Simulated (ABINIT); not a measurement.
Band structure of SrMg (Amm2, 6 atoms in the cell).

```
CELL_PARAMETERS angstrom
      6.01833     0.00000     0.00000
      0.00000     2.08776     9.20513
      0.00000    -2.08776     9.20513
ATOMIC_POSITIONS crystal
  Sr 0.00000 0.00785 0.00785
  Sr 0.00000 0.32416 0.32416
  Sr 0.50000 0.56199 0.56199
  Mg 0.00000 0.66726 0.66726
  Mg 0.50000 0.88304 0.88304
  Mg 0.50000 0.22236 0.22236
```

Method of the run: LDA (PW92), PAW (JTH v2.0 LDA PAW) (plane waves; ABINIT 10.0.3).

Settings: pseudos = [Sr.LDA_PW-JTH.xml, Mg.LDA_PW-JTH.xml]; ecut = 20 Ha; pawecutdg = 40 Ha; pawxcdev = 0; ixc = 7; occopt = 3; tsmear = 0.1 eV; ngkpt = 3 4 4; nshiftk = 1; shiftk = 0 0 0; potentials = JTH v2.0 LDA PAW; kptopt = 1; nstep = 100.

The starting cell comes from a database of computed structures (which also holds hypothetical and non-ambient phases and stackings), without a prior relaxation at this level.

Levels in eV from the Fermi level, bands 27 to 34:
```
point     27     28     29     30     31    32    33    34
-----  -----  -----  -----  -----  -----  ----  ----  ----
Γ      -2.61  -1.11  -0.52  -0.10   0.00  0.93  1.02  1.56
X      -2.17  -0.99  -0.53   0.21   0.22  0.42  0.57  0.73
S      -2.04  -1.10  -0.55   0.22   0.24  0.45  0.56  0.72
R      -1.72  -1.34  -1.09  -0.42  -0.32  0.26  0.32  0.39
A      -1.65  -1.24  -1.17  -0.53  -0.33  0.30  0.43  0.49
Z      -2.36  -1.65  -1.47  -1.24   1.15  1.18  1.57  1.63
Y      -1.30  -1.17  -0.57  -0.37  -0.20  0.12  1.16  1.67
X1     -2.17  -0.99  -0.53   0.21   0.22  0.42  0.57  0.73
A1     -1.65  -1.24  -1.17  -0.53  -0.33  0.30  0.43  0.49
T      -3.00  -2.48  -0.51  -0.25   0.35  0.62  1.65  1.73
```

Bands cross the Fermi level along this path, so the cell is metallic at this level.
